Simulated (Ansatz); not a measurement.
The starting structures come from a database of crystals and need not be the phases stable at ambient conditions.

The decay constant κ of evanescent states in the gap governs leakage through a thin film.

Given:

```xyz
2
Lattice="3.8493 0.0000 0.0000 0.0000 3.8493 0.0000 1.9246 -1.9246 2.6402" Properties=species:S:1:pos:R:3 pbc="T T T"
Si     3.8493     1.9246     1.3201
Si     0.0000     0.0000     0.0000
```

The cell is strained (lengths along the current scaled by 0.97, ions clamped); by r2SCAN it stands under a pressure of 3.1 GPa.

Transport runs along the normal of the first two printed cell vectors, the (001) (indices of the unstrained crystal) plane of the conventional cell.

The gap is the functional's own. No spin-orbit coupling. Mid-gap values are those at the computed energy nearest the middle.

Task: Give the band gap and the smallest decay constant κ at mid-gap that r2SCAN (Ansatz, a first-principles code) yields.

Result: Gap 0.37 eV on a 12×12×12 mesh; κ = 0.091 1/Å, at the zone centre.
